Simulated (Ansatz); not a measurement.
End structure of a constructed model of the (111) surface of fcc Cu, a pseudomorphic layer of Ru in the host's stacking (bottom of the slab: a bare face, its two planes held):

```yaml
crystal:
  lattice:
    - [2.56680, 0.00000, 0.00000]
    - [-1.28340, 2.22291, 0.00000]
    - [0.00000, 0.00000, 29.00000]
  atoms:
    - { symbol: Cu, position: [0.33333, 0.66667, 0.27635] }
    - { symbol: Cu, position: [0.66667, 0.33333, 0.34862] }
    - { symbol: Cu, position: [0.00000, 0.00000, 0.42061] }
    - { symbol: Cu, position: [0.33333, 0.66667, 0.49298] }
    - { symbol: Cu, position: [0.66667, 0.33333, 0.56512] }
    - { symbol: Cu, position: [0.00000, 0.00000, 0.63762] }
    - { symbol: Ru, position: [0.33333, 0.66667, 0.71309] }
```

Slab: 7 atoms, 13.0 Å thick at the start with caps and adatoms (thin: gaps and levels are the slab's own); k 17x17x1, smearing 0.1 eV, dipole-corrected; single point; on the structure that PBE left under its start's symmetry; no spin, no spin-orbit, no U. In PBE it is, or lies within 0.01 eV a 1x1 cell of, the lowest of the 2 structures of its composition computed so far; subsurface sites and larger cells were not tried.

**Question.** Estimate the work function of the top face that r2SCAN, at the PBE geometry (Ansatz, a program for electronic structure) returns for this input.

**Answer.** 5.59 eV
